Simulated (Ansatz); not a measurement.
**GaN, response to strain**

Base system: GaN in the wurtzite structure (space group P6_3mc, No. 186; a = 3.183 Å, c = 5.184 Å). Axes: x lies along a and z along c of the hexagonal cell.

Strains are applied to the cell and any free atomic positions relax; under biaxial strain the out-of-plane vector relaxes too.

Levels (all Ansatz, a first-principles code, PAW): r2SCAN (500 eV, no spin-orbit coupling); HSE06 (420 eV, no SOC).

Band gaps by level, all at the geometries relaxed with r2SCAN:

```csv
case,r2SCAN,HSE06
base,2.35 eV,3.20 eV
"biaxial strain −3.95 %, plane normal [001], relaxed out of plane",2.42 eV,[?]
"biaxial strain −0.28 %, plane normal [001], relaxed out of plane",2.36 eV,3.21 eV
isotropic strain +3.14 %,1.71 eV,2.49 eV
"strain tensor (xx, yy, zz, yz, xz, xy) = (+2.18, +1.06, −1.65, −0.77, +0.59, −0.40) %",2.16 eV,[?]
tensor shear ε_xy = −3.59 %,2.10 eV,[?]
```

Q: Some entries are withheld; estimate them.

A: 
- biaxial strain −3.95 %, plane normal [001], relaxed out of plane, HSE06: 3.30 eV
- strain tensor (xx, yy, zz, yz, xz, xy) = (+2.18, +1.06, −1.65, −0.77, +0.59, −0.40) %, HSE06: 3.00 eV
- tensor shear ε_xy = −3.59 %, HSE06: 2.95 eV

Single points use the geometry relaxed with r2SCAN. No phonon test of stability was made.
